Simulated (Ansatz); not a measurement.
Ansatz (an electronic-structure program) run on LiSc3 (Pm-3m, 4 atoms in the cell): self-consistent single point.

Method: PBEsol, default PAW files made with PBE (plane waves; Ansatz).

```
CELL_PARAMETERS angstrom
      4.37444     0.00000     0.00000
      0.00000     4.37444     0.00000
      0.00000     0.00000     4.37444
ATOMIC_POSITIONS crystal
  Sc 0.00000 0.50000 0.50000
  Sc 0.50000 0.50000 0.00000
  Sc 0.50000 0.00000 0.50000
  Li 0.00000 0.00000 0.00000
```

Reference input (self-consistent single point, DFT, PBE, plane waves, default PAW files): kpoints.mp_grid.grid = 8 8 8; hamiltonian.xc = pbe; hamiltonian.pseudopotentials = {kind: paw} (the program's default PAW files); scf.occupations.method = cold; scf.occupations.width = 0.1 eV. This run's input differs from it in these lines:

Ansatz 0.2 input:
```diff
@@ -14,3 +14,3 @@
 hamiltonian:
-  xc: pbe
+  xc: pbesol
   pseudopotentials: { kind: paw }
```

Output (repeated stretches shortened):

```
SCF iter   1: F=—  HF=-6536.123293 eV  |F-HF|=—  |Δ(HF+E_count)|=         —  Δρ=4.59e-3  dr2=2.08e-2  ethr=1.77e-3  ⟨swp⟩=4.0  Hψ=3074  notcnv=0
all-band conjugate gradients solve this SCF's bands
preconditioner: auto → Kerker (q_TF=auto, 2.370 Å⁻¹)
SCF iter   2: F=—  HF=-6536.117333 eV  |F-HF|=—  |Δ(HF+E_count)|=   5.96e-3  S|Δr|=    0.00e0  Δρ=1.95e-3  dr2=4.01e-3  ethr=5.77e-5  ⟨swp⟩=2.4  Hψ=1388  notcnv=0
SCF iter   3: F=—  HF=-6536.116449 eV  |F-HF|=—  |Δ(HF+E_count)|=   8.84e-4  S|Δr|=    0.00e0  Δρ=6.92e-4  dr2=5.29e-4  ethr=1.11e-5  ⟨swp⟩=2.2  Hψ=1170  notcnv=0
SCF iter   4: F=—  HF=-6536.116330 eV  |F-HF|=—  |Δ(HF+E_count)|=   1.20e-4  S|Δr|=    0.00e0  Δρ=1.12e-4  dr2=1.75e-5  ethr=1.47e-6  ⟨swp⟩=2.0  Hψ=868  notcnv=0
SCF iter   5: F=—  HF=-6536.116161 eV  |F-HF|=—  |Δ(HF+E_count)|=   1.69e-4  S|Δr|=    0.00e0  Δρ=3.30e-5  dr2=1.01e-6  ethr=4.85e-8  ⟨swp⟩=2.0  Hψ=939  notcnv=0
SCF iter   6: F=-6536.116161 eV  HF=-6536.116161 eV  |F-HF|=3.57e-8  |Δ(HF+E_count)|=   1.32e-7  S|Δr|=    0.00e0  Δρ=7.72e-6  dr2=8.49e-8  ethr=2.78e-10  ⟨swp⟩=5.2  Hψ=2933  notcnv=0
SCF 1 converged in 6 iterations: F = -6536.116161 eV  dr2 = 8.49e-8
Stability not checked (fill_not_monotonic)
Free energy (F): -6536.116161 eV
Internal energy: -6536.112943 eV  (E = F + TS)
E sigma→0 (E₀):  -6536.115088 eV
Entropy (-TS):   -0.003218 eV (-0.804 meV/atom)
Fermi energy:    8.609056 eV
--- Forces (eV/Å), atoms counted from 1 ---
  atom   1  Sc     0.00000000     0.00000000     0.00000000
   [... zero for the other atoms too ...]
--- Stress (GPa, compression-positive) ---
        3.214043       0.000000       0.000000
        0.000000       3.214043       0.000000
        0.000000       0.000000       3.214043
  P = ⅓ Tr σ = 3.2140 GPa (32.140 kbar)
  The stress holds the Pulay correction. Without it, at fixed plane waves, as pw.x and ABINIT print it: P = 3.2022 GPa
```

The run converged in 6 iterations. Against the reference run the pressure goes from 5.25 to 3.21 GPa.

The starting cell was generated: these elements placed on a structure prototype, without a prior relaxation; it need not be a known phase or ordering of this composition. With a pressure of about 3 GPa the cell is away from its equilibrium volume at this level. Ansatz's pressure includes its estimate of the finite-basis (Pulay) stress.
